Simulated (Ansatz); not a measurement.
The (201) surface of tetragonal WSi2 in its 1x1 cell (cut with top plane Si, bottom plane Si), outermost plane spacing 0.27 Å in the ideal cut (one of several cuts of this face), with 2 Si a cell over the bulk's ratio

All values below come from PBE (plane waves to 420 eV, PAW; Ansatz, a program for electronic structure).

Set-up: 41 atoms, Si28W13, 10.5 Å thick at the start; mesh 12x3x1; 0.1 eV smearing; dipole correction on; all atoms relaxed; symmetry of the start imposed; no spin, no spin-orbit, no U.

- work function of the top face = 5.05 eV
- energy released by relaxation = 0.85 eV
- cost = around 40 core-minutes (rough)
